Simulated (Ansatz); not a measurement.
# Si well of 12 atomic layers along [001] in random Si0.7Ge0.3, interfaces sharp

Prepared with Tersoff's 1989 multicomponent potential (SiCGe.tersoff) (LAMMPS): minimisation. Geometry as solved with PBE, support functions at accuracy medium on the grid of 370 eV run with Ansatz (a program for electronic structure).

```xyz
648
Lattice="16.67 0.00 0.00 0.00 16.67 0.00 0.00 0.00 49.47" Properties=species:S:1:pos:R:3 pbc="T T T"
Si     0.06     0.01    -0.01
Si     1.39     1.40     1.38
Si     2.76     2.80     0.03
Si     4.18     4.16     1.38
Si     2.77     0.01     2.75
Si     4.16     1.37     4.13
Si     0.01     2.76     2.76
Si     1.42     4.12     4.11
Si    -0.01     0.01     5.51
Si     1.38     1.38     6.88
Si     2.77     2.74     5.49
Ge     4.16     4.17     6.89
Si     2.77     0.00     8.26
Si     4.13     1.40     9.63
Si     0.03     2.80     8.24
Si     1.38     4.16     9.65
Ge     0.06    -0.01    11.04
Si     1.44     1.42    12.44
Si     2.76     2.77    11.01
Ge     4.16     4.17    12.41
Si     2.77     0.00    13.82
Si     4.17     1.38    15.17
Si     0.03     2.82    13.76
Si     1.39     4.17    15.17
Si     0.02    -0.02    16.56
Si     1.40     1.39    17.90
Si     2.78     2.78    16.52
Si     4.16     4.17    17.89
Si     2.78     0.00    19.25
Si     4.17     1.39    20.60
Si     0.00     2.77    19.25
Si     1.39     4.16    20.61
Si     0.00     0.00    21.96
Si     1.39     1.39    23.32
Si     2.78     2.78    21.96
Si     4.17     4.17    23.31
Si     2.78     0.00    24.67
Si     4.17     1.39    26.02
Si     0.00     2.78    24.67
Si     1.39     4.17    26.02
Si     0.00     0.00    27.38
Si     1.39     1.40    28.73
Si     2.78     2.78    27.37
Si     4.16     4.17    28.72
Si     2.78     0.01    30.09
Si     4.18     1.40    31.45
Si     0.00     2.78    30.10
Si     1.39     4.17    31.45
Si    -0.01     0.01    32.81
Si     1.38     1.39    34.14
Si     2.78     2.77    32.81
Si     4.15     4.15    34.18
Ge     2.72     0.00    35.59
Ge     4.16     1.45    36.98
Ge     0.02     2.79    35.56
Si     1.43     4.18    36.96
Si    -0.02    -0.05    38.39
Ge     1.39     1.38    39.76
Si     2.77     2.84    38.37
Si     4.17     4.19    39.73
Si     2.81    -0.02    41.14
Si     4.17     1.35    42.52
Si    -0.01     2.75    41.19
Si     1.34     4.15    42.54
Ge    -0.02    -0.01    43.92
Si     1.41     1.36    45.31
Ge     2.79     2.77    43.92
Si     4.18     4.21    45.30
Si     2.76    -0.04    46.68
Ge     4.12     1.37    48.11
Ge     0.04     2.81    46.67
Si     1.44     4.17    48.09
Ge    -0.01     5.54    -0.02
Ge     1.43     6.96     1.42
Si     2.82     8.36     0.03
Si     4.18     9.72     1.40
Si     2.83     5.52     2.79
Si     4.19     6.95     4.14
Si     0.02     8.35     2.80
Si     1.42     9.72     4.14
Ge     0.00     5.53     5.49
Ge     1.41     6.97     6.92
Si     2.82     8.35     5.50
Si     4.19     9.69     6.89
Si     2.79     5.55     8.33
Si     4.20     6.93     9.64
Si    -0.03     8.34     8.31
Si     1.36     9.70     9.65
Si     0.00     5.53    11.02
Si     1.39     6.88    12.41
Ge     2.79     8.33    11.04
Si     4.19     9.75    12.43
Si     2.76     5.56    13.82
Si     4.16     6.95    15.16
Ge     0.00     8.28    13.81
Ge     1.43     9.75    15.19
Si     0.00     5.55    16.54
Si     1.39     6.94    17.89
Si     2.81     8.32    16.56
Si     4.18     9.73    17.91
Si     2.77     5.55    19.25
Si     4.17     6.95    20.60
Si     0.00     8.33    19.24
Si     1.38     9.73    20.60
Si     0.00     5.56    21.96
Si     1.39     6.95    23.31
Si     2.78     8.34    21.95
Si     4.17     9.72    23.31
Si     2.78     5.56    24.66
Si     4.17     6.94    26.02
Si     0.00     8.33    24.66
Si     1.39     9.72    26.01
Si     0.00     5.56    27.37
Si     1.38     6.95    28.73
Si     2.77     8.33    27.37
Si     4.16     9.72    28.72
Si     2.77     5.55    30.08
Si     4.17     6.92    31.42
Si    -0.01     8.33    30.08
Si     1.36     9.74    31.43
Si     0.01     5.55    32.82
Si     1.37     6.91    34.23
Ge     2.76     8.33    32.82
Si     4.15     9.77    34.19
Si     2.79     5.54    35.57
Si     4.15     6.88    36.98
Si    -0.03     8.32    35.55
Ge     1.36     9.74    36.95
Ge     0.02     5.58    38.34
Si     1.37     6.96    39.80
Ge     2.78     8.29    38.38
Ge     4.22     9.73    39.79
Ge     2.78     5.56    41.18
Si     4.21     6.97    42.56
Si     0.02     8.33    41.18
Si     1.39     9.69    42.56
Si    -0.03     5.53    43.90
Ge     1.41     6.92    45.28
Si     2.81     8.35    43.90
Si     4.18     9.73    45.28
Si     2.80     5.53    46.70
Ge     4.19     6.94    48.09
Ge    -0.04     8.33    46.70
Ge     1.42     9.76    48.11
Si     0.00    11.17     0.00
Si     1.37    12.50     1.41
Ge     2.76    13.92     0.01
Si     4.18    15.32     1.40
Si     2.77    11.10     2.74
Si     4.14    12.50     4.11
Si     0.01    13.88     2.79
Si     1.36    15.32     4.11
Ge     0.01    11.11     5.53
Si     1.37    12.54     6.93
Ge     2.77    13.92     5.51
Si     4.18    15.31     6.91
Ge     2.79    11.11     8.29
Si     4.19    12.51     9.69
Si     0.00    13.92     8.28
Si     1.44    15.26     9.63
Ge     0.02    11.17    11.02
Si     1.43    12.54    12.43
Si     2.80    13.90    11.04
Si     4.14    15.27    12.46
Si     2.82    11.15    13.78
Si     4.18    12.52    15.17
Si     0.03    13.87    13.84
Si     1.39    15.28    15.18
Si    -0.02    11.13    16.56
Si     1.39    12.51    17.90
Si     2.78    13.90    16.53
Si     4.17    15.28    17.90
Si     2.77    11.12    19.25
Si     4.17    12.50    20.61
Si     0.01    13.90    19.26
Si     1.39    15.29    20.61
Si     0.00    11.11    21.96
Si     1.39    12.50    23.31
Si     2.78    13.89    21.96
Si     4.17    15.28    23.32
Si     2.78    11.11    24.66
Si     4.17    12.50    26.02
Si     0.00    13.89    24.67
Si     1.39    15.28    26.02
Si     0.01    11.12    27.37
Si     1.39    12.51    28.73
Si     2.78    13.90    27.38
Si     4.17    15.29    28.74
Si     2.77    11.11    30.07
Si     4.19    12.48    31.41
Si    -0.01    13.89    30.08
Si     1.35    15.32    31.41
Si    -0.04    11.09    32.80
Ge     1.34    12.49    34.22
Ge     2.77    13.89    32.77
Ge     4.21    15.29    34.19
Si     2.79    11.12    35.57
Ge     4.17    12.52    36.99
Si    -0.05    13.91    35.62
Si     1.33    15.26    37.00
Si    -0.01    11.16    38.35
Si     1.36    12.53    39.73
Si     2.73    13.92    38.38
Si     4.13    15.26    39.75
Ge     2.74    11.14    41.18
Si     4.17    12.49    42.59
Si    -0.04    13.87    41.10
Ge     1.41    15.23    42.50
Ge    -0.01    11.13    43.92
Si     1.41    12.52    45.32
Si     2.80    13.87    43.95
Si     4.16    15.27    45.31
Si     2.80    11.11    46.64
Ge     4.20    12.50    48.05
Si     0.00    13.88    46.69
Si     1.36    15.29    48.05
Si     5.57    -0.01     0.00
Si     6.91     1.42     1.35
Si     8.31     2.81     0.01
Si     9.71     4.20     1.34
Ge     8.30     0.02     2.78
Si     9.71     1.41     4.19
Si     5.53     2.75     2.74
Ge     6.96     4.17     4.13
Si     5.55     0.01     5.52
Si     6.91     1.42     6.87
Si     8.35     2.78     5.56
Si     9.73     4.18     6.91
Ge     8.33     0.06     8.27
Si     9.73     1.46     9.67
Si     5.54     2.75     8.27
Ge     6.96     4.17     9.65
Ge     5.51     0.02    11.06
Si     6.94     1.42    12.42
Si     8.35     2.78    11.08
Si     9.71     4.15    12.45
Ge     8.33     0.00    13.81
Si     9.75     1.41    15.19
Si     5.55     2.75    13.80
Ge     6.95     4.18    15.17
Si     5.55    -0.01    16.54
Si     6.95     1.38    17.89
Si     8.36     2.77    16.56
Si     9.73     4.17    17.90
Si     8.33    -0.01    19.26
Si     9.72     1.39    20.60
Si     5.56     2.78    19.24
Si     6.95     4.16    20.60
Si     5.56     0.00    21.96
Si     6.95     1.39    23.31
Si     8.33     2.78    21.96
Si     9.72     4.17    23.31
Si     8.34     0.00    24.66
Si     9.73     1.39    26.01
Si     5.56     2.78    24.67
Si     6.95     4.17    26.02
Si     5.55     0.00    27.37
Si     6.94     1.38    28.72
Si     8.34     2.77    27.37
Si     9.73     4.16    28.72
Si     8.34     0.00    30.07
Si     9.71     1.40    31.42
Si     5.55     2.77    30.07
Si     6.94     4.15    31.43
Si     5.59     0.04    32.80
Si     6.96     1.41    34.20
Si     8.31     2.76    32.78
Ge     9.74     4.15    34.16
Si     8.36     0.02    35.56
Si     9.71     1.35    36.99
Si     5.57     2.81    35.55
Si     6.91     4.12    37.00
Ge     5.57    -0.01    38.40
Si     7.00     1.38    39.77
Si     8.31     2.74    38.33
Ge     9.69     4.17    39.73
Si     8.37     0.01    41.13
Si     9.74     1.34    42.53
Ge     5.57     2.78    41.14
Si     6.93     4.22    42.53
Si     5.51    -0.02    43.92
Ge     6.94     1.36    45.30
Ge     8.36     2.80    43.89
Si     9.73     4.20    45.34
Si     8.34    -0.04    46.68
Ge     9.71     1.41    48.06
Ge     5.56     2.83    46.72
Si     6.97     4.22    48.12
Si     5.58     5.54     0.04
Si     6.93     6.92     1.41
Ge     8.35     8.30     0.01
Si     9.72     9.70     1.42
Si     8.37     5.58     2.74
Si     9.74     6.93     4.15
Si     5.56     8.32     2.76
Si     6.97     9.67     4.12
Si     5.57     5.60     5.52
Si     6.96     6.96     6.89
Si     8.35     8.31     5.50
Si     9.73     9.69     6.86
Si     8.35     5.58     8.25
Si     9.69     6.98     9.64
Si     5.57     8.32     8.28
Si     6.92     9.70     9.68
Si     5.58     5.59    11.04
Si     6.96     6.96    12.41
Si     8.32     8.35    11.04
Si     9.72     9.71    12.42
Si     8.35     5.59    13.78
Si     9.73     6.95    15.17
Si     5.54     8.31    13.77
Ge     6.94     9.71    15.17
Si     5.53     5.58    16.55
Si     6.94     6.95    17.90
Si     8.36     8.31    16.55
Si     9.73     9.72    17.90
Si     8.33     5.56    19.25
Si     9.72     6.95    20.61
Si     5.57     8.34    19.26
Si     6.95     9.73    20.61
Si     5.56     5.56    21.96
Si     6.95     6.95    23.31
Si     8.34     8.34    21.96
Si     9.73     9.73    23.32
Si     8.34     5.56    24.67
Si     9.73     6.95    26.02
Si     5.56     8.34    24.67
Si     6.94     9.73    26.02
Si     5.56     5.56    27.37
Si     6.95     6.95    28.73
Si     8.34     8.34    27.38
Si     9.72     9.73    28.73
Si     8.33     5.54    30.08
Si     9.76     6.92    31.40
Si     5.55     8.33    30.07
Si     6.92     9.75    31.41
Si     5.51     5.50    32.77
Ge     6.89     6.90    34.17
Ge     8.33     8.32    32.76
Ge     9.75     9.72    34.21
Ge     8.31     5.52    35.62
Ge     9.76     6.97    37.02
Ge     5.49     8.34    35.60
Ge     6.95     9.73    37.03
Si     5.56     5.55    38.37
Si     6.94     6.95    39.76
Si     8.34     8.34    38.44
Si     9.70     9.78    39.75
Si     8.28     5.56    41.14
Ge     9.69     6.95    42.54
Si     5.60     8.32    41.19
Si     6.96     9.73    42.55
Si     5.57     5.58    43.93
Si     6.95     6.95    45.31
Si     8.31     8.36    43.95
Si     9.72     9.71    45.30
Si     8.33     5.58    46.70
Si     9.75     6.94    48.05
Si     5.55     8.33    46.64
Ge     6.94     9.73    48.04
Si     5.54    11.09     0.01
Ge     6.92    12.48     1.42
Ge     8.31    13.92    -0.01
Si     9.70    15.29     1.40
Si     8.35    11.07     2.79
Si     9.69    12.47     4.18
Si     5.51    13.91     2.79
Si     6.89    15.26     4.16
Ge     5.56    11.10     5.49
Si     6.93    12.52     6.90
Si     8.29    13.87     5.50
Ge     9.73    15.27     6.85
Ge     8.33    11.10     8.28
Si     9.73    12.48     9.71
Si     5.52    13.87     8.26
Ge     6.94    15.24     9.66
Si     5.57    11.12    11.05
Si     6.95    12.50    12.43
Si     8.34    13.86    11.06
Si     9.70    15.27    12.39
Si     8.34    11.11    13.78
Si     9.70    12.47    15.18
Si     5.56    13.88    13.80
Si     6.92    15.26    15.18
Si     5.54    11.13    16.55
Si     6.94    12.50    17.90
Si     8.33    13.88    16.54
Si     9.71    15.28    17.89
Si     8.33    11.11    19.25
Si     9.73    12.50    20.60
Si     5.55    13.90    19.26
Si     6.94    15.28    20.61
Si     5.56    11.12    21.96
Si     6.95    12.50    23.31
Si     8.34    13.89    21.96
Si     9.72    15.28    23.31
Si     8.33    11.11    24.67
Si     9.73    12.50    26.02
Si     5.56    13.89    24.67
Si     6.95    15.28    26.02
Si     5.55    11.12    27.38
Si     6.95    12.52    28.72
Si     8.34    13.90    27.37
Si     9.73    15.29    28.72
Si     8.33    11.13    30.08
Si     9.70    12.54    31.42
Si     5.57    13.90    30.09
Si     6.95    15.30    31.45
Si     5.56    11.12    32.81
Si     6.94    12.52    34.16
Si     8.33    13.91    32.82
Si     9.71    15.27    34.22
Ge     8.35    11.18    35.61
Si     9.76    12.55    37.02
Si     5.59    13.87    35.56
Ge     6.99    15.25    36.96
Si     5.59    11.15    38.41
Si     6.99    12.49    39.76
Si     8.38    13.88    38.41
Si     9.73    15.30    39.75
Si     8.33    11.12    41.17
Si     9.71    12.48    42.56
Ge     5.54    13.86    41.14
Ge     6.97    15.29    42.55
Si     5.57    11.11    43.92
Si     6.95    12.51    45.28
Si     8.37    13.87    43.94
Si     9.74    15.28    45.30
Si     8.33    11.11    46.62
Ge     9.72    12.50    48.02
Si     5.59    13.92    46.65
Si     6.92    15.31    48.05
Ge    11.14    -0.02     0.02
Si    12.51     1.38     1.43
Ge    13.86     2.81     0.03
Si    15.29     4.16     1.43
Si    13.90     0.02     2.79
Si    15.29     1.41     4.15
Ge    11.10     2.81     2.78
Si    12.54     4.20     4.17
Si    11.12     0.01     5.48
Ge    12.50     1.40     6.90
Si    13.91     2.80     5.51
Si    15.27     4.15     6.90
Si    13.91    -0.04     8.27
Ge    15.28     1.42     9.64
Si    11.11     2.83     8.30
Si    12.52     4.17     9.66
Ge    11.13     0.01    11.03
Si    12.51     1.43    12.44
Si    13.88     2.81    11.06
Si    15.28     4.18    12.42
Si    13.88     0.04    13.78
Ge    15.30     1.41    15.17
Si    11.12     2.79    13.81
Si    12.50     4.17    15.18
Si    11.10     0.03    16.57
Si    12.50     1.40    17.91
Si    13.87     2.80    16.56
Si    15.28     4.17    17.91
Si    13.90     0.00    19.25
Si    15.29     1.39    20.61
Si    11.12     2.79    19.26
Si    12.51     4.18    20.61
Si    11.11     0.00    21.96
Si    12.50     1.39    23.31
Si    13.90     2.78    21.96
Si    15.28     4.17    23.31
Si    13.89     0.00    24.67
Si    15.28     1.39    26.02
Si    11.12     2.78    24.66
Si    12.51     4.17    26.02
Si    11.12     0.01    27.37
Si    12.50     1.39    28.73
Si    13.90     2.78    27.38
Si    15.29     4.17    28.74
Si    13.90     0.00    30.08
Si    15.28     1.39    31.45
Si    11.11     2.78    30.09
Si    12.52     4.16    31.45
Ge    11.12    -0.01    32.82
Si    12.56     1.37    34.20
Si    13.90     2.77    32.82
Si    15.28     4.17    34.16
Si    13.88    -0.05    35.57
Ge    15.26     1.35    36.98
Ge    11.15     2.74    35.62
Si    12.51     4.16    37.02
Si    11.11    -0.02    38.36
Si    12.51     1.34    39.73
Si    13.85     2.74    38.37
Ge    15.28     4.12    39.75
Si    13.89     0.00    41.14
Si    15.24     1.39    42.52
Ge    11.12     2.72    41.14
Ge    12.49     4.17    42.59
Si    11.11    -0.01    43.93
Si    12.47     1.40    45.29
Si    13.90     2.75    43.95
Si    15.25     4.19    45.29
Ge    13.86    -0.04    46.66
Ge    15.30     1.38    48.09
Si    11.12     2.81    46.66
Si    12.48     4.18    48.05
Si    11.09     5.54    -0.06
Ge    12.49     6.93     1.36
Si    13.89     8.32    -0.05
Ge    15.29     9.72     1.37
Si    13.92     5.55     2.78
Si    15.29     6.96     4.11
Si    11.10     8.34     2.79
Si    12.48     9.75     4.13
Si    11.12     5.55     5.52
Si    12.48     6.90     6.93
Ge    13.87     8.33     5.54
Si    15.28     9.72     6.94
Si    13.90     5.53     8.27
Si    15.30     6.90     9.64
Si    11.07     8.31     8.24
Ge    12.47     9.74     9.61
Ge    11.09     5.56    11.04
Si    12.49     6.93    12.48
Ge    13.87     8.28    11.03
Ge    15.26     9.75    12.44
Si    13.89     5.54    13.81
Si    15.25     6.91    15.20
Si    11.11     8.35    13.81
Si    12.49     9.73    15.17
Si    11.11     5.56    16.53
Si    12.50     6.95    17.89
Si    13.88     8.34    16.53
Si    15.27     9.72    17.89
Si    13.89     5.56    19.25
Si    15.28     6.95    20.61
Si    11.11     8.33    19.26
Si    12.50     9.72    20.61
Si    11.11     5.56    21.96
Si    12.50     6.95    23.31
Si    13.89     8.34    21.96
Si    15.28     9.73    23.31
Si    13.89     5.56    24.67
Si    15.28     6.95    26.02
Si    11.11     8.34    24.67
Si    12.50     9.72    26.02
Si    11.12     5.55    27.37
Si    12.52     6.94    28.72
Si    13.90     8.33    27.37
Si    15.29     9.73    28.72
Si    13.90     5.56    30.10
Si    15.29     6.95    31.46
Si    11.13     8.33    30.06
Si    12.54     9.70    31.41
Si    11.14     5.57    32.78
Si    12.49     6.96    34.17
Si    13.89     8.33    32.82
Si    15.27     9.72    34.19
Ge    13.89     5.56    35.58
Si    15.28     6.99    36.96
Si    11.15     8.32    35.57
Ge    12.52     9.74    36.98
Si    11.16     5.55    38.38
Si    12.52     6.96    39.71
Si    13.91     8.32    38.36
Ge    15.29     9.74    39.77
Ge    13.90     5.61    41.16
Si    15.32     6.97    42.55
Ge    11.13     8.38    41.11
Si    12.50     9.78    42.52
Si    11.09     5.57    43.98
Si    12.48     6.94    45.32
Ge    13.88     8.36    43.93
Si    15.25     9.76    45.34
Si    13.86     5.55    46.68
Si    15.23     6.92    48.07
Si    11.11     8.33    46.68
Si    12.53     9.68    48.04
Ge    11.12    11.05    -0.02
Ge    12.54    12.50     1.37
Si    13.92    13.89    -0.06
Ge    15.30    15.29     1.37
Si    13.90    11.11     2.80
Si    15.27    12.52     4.14
Ge    11.09    13.91     2.80
Si    12.54    15.31     4.16
Si    11.11    11.11     5.52
Si    12.53    12.48     6.86
Si    13.90    13.91     5.52
Si    15.30    15.28     6.88
Si    13.91    11.14     8.25
Si    15.27    12.54     9.61
Ge    11.15    13.85     8.30
Si    12.55    15.27     9.66
Si    11.09    11.10    11.07
Si    12.51    12.47    12.39
Si    13.88    13.85    11.02
Ge    15.27    15.24    12.44
Si    13.86    11.14    13.83
Si    15.29    12.50    15.18
Ge    11.09    13.86    13.77
Ge    12.52    15.31    15.19
Si    11.10    11.11    16.54
Si    12.50    12.50    17.89
Si    13.92    13.88    16.56
Si    15.29    15.28    17.91
Si    13.89    11.11    19.25
Si    15.28    12.50    20.60
Si    11.11    13.89    19.24
Si    12.50    15.28    20.60
Si    11.11    11.11    21.96
Si    12.50    12.50    23.31
Si    13.89    13.89    21.96
Si    15.28    15.28    23.31
Si    13.89    11.11    24.67
Si    15.28    12.50    26.02
Si    11.11    13.89    24.66
Si    12.50    15.28    26.02
Si    11.11    11.11    27.37
Si    12.50    12.50    28.73
Si    13.89    13.89    27.37
Si    15.28    15.28    28.72
Si    13.90    11.12    30.07
Si    15.28    12.50    31.44
Si    11.12    13.90    30.08
Si    12.53    15.27    31.42
Ge    11.14    11.14    32.77
Ge    12.55    12.56    34.23
Si    13.94    13.93    32.80
Si    15.30    15.29    34.20
Si    13.95    11.13    35.60
Si    15.27    12.53    36.99
Si    11.10    13.93    35.62
Si    12.49    15.29    36.98
Si    11.10    11.14    38.38
Si    12.51    12.50    39.74
Si    13.87    13.90    38.36
Si    15.25    15.27    39.76
Si    13.87    11.15    41.15
Si    15.26    12.53    42.49
Ge    11.12    13.90    41.17
Si    12.53    15.31    42.56
Si    11.09    11.09    43.91
Ge    12.51    12.50    45.28
Si    13.92    13.90    43.88
Si    15.28    15.22    45.30
Si    13.90    11.11    46.72
Si    15.29    12.50    48.07
Si    11.12    13.92    46.67
Si    12.50    15.23    48.08
```
